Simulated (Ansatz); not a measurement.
Given:

```yaml
crystal:
  lattice:
    - [0.00000, 2.91226, 2.91226]
    - [2.91226, 0.00000, 2.91226]
    - [2.91226, 2.91226, 0.00000]
  atoms:
    - { symbol: S, position: [0.75000, 0.75000, 0.75000] }
    - { symbol: Cd, position: [0.00000, 0.00000, 0.00000] }
```

No spin polarisation.

Level of theory: DFT with PBEsol, PAW potentials and a 420 eV plane-wave cutoff in Ansatz (a first-principles code), without spin-orbit coupling. Γ-centred 10×10×10 mesh, Fermi–Dirac width 0.05 eV.

Task: Predict the band gap and gap character.

Result: 
```json
{
 "band_gap": "1.01 eV",
 "gap_character": "direct at Γ"
}
```

Stability against distortions was not tested. The cell was made from CdTe by this change: Te → S.
